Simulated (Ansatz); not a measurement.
**ScIr in the CsCl type structure (space group Pm-3m, No. 221)**

```yaml
crystal:
  lattice:
    - [3.18920, 0.00000, 0.00000]
    - [0.00000, 3.18920, 0.00000]
    - [0.00000, 0.00000, 3.18920]
  atoms:
    - { symbol: Sc, position: [0.50000, 0.50000, 0.50000] }
    - { symbol: Ir, position: [0.00000, 0.00000, 0.00000] }
```

Method: PBEsol/PAW in Ansatz (a program for electronic structure), no SOC. Γ-centred 15×15×15 mesh, Fermi–Dirac width 0.05 eV.

| Item | Value |
|---|---|
| Volume per atom | 16.22 Å³ |
| Density | 12.14 g/cm³ |
| Band gap | zero |
| Total energy | -6956.212 eV/atom (σ→0; compares only within this code and set-up) |

Stability against distortions was not tested. All final runs are without spin polarisation.
